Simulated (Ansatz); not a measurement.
## KTaO3, response to strain

Base system: KTaO3 in the cubic perovskite structure (space group Pm-3m, No. 221; a = 3.990 Å). Axes: x, y, z lie along the cube axes.

Strains are applied to the cell and any free atomic positions relax; under stress the whole cell relaxes.

Levels (all Ansatz, an electronic-structure program, PAW): r2SCAN (500 eV, no SOC); HSE06 (420 eV, spin-orbit coupling left out).

Band gaps by level, all at the geometries relaxed with r2SCAN:

```csv
case,r2SCAN,HSE06
base,2.63 eV,3.58 eV
isotropic strain +0.52 %,2.59 eV,3.53 eV
tensor shear ε_yz = −1.98 %,2.54 eV,3.49 eV
"uniaxial stress, 8 GPa tension along x",2.56 eV,3.51 eV
```

Single points use the geometry relaxed with r2SCAN. HSE06 was sampled on its mesh, a few special points and the semilocal edge points, so its gap is an upper bound. With Ta present, leaving out spin-orbit coupling can change the band edges. Beyond what the load breaks, stability against distortions was not tested.
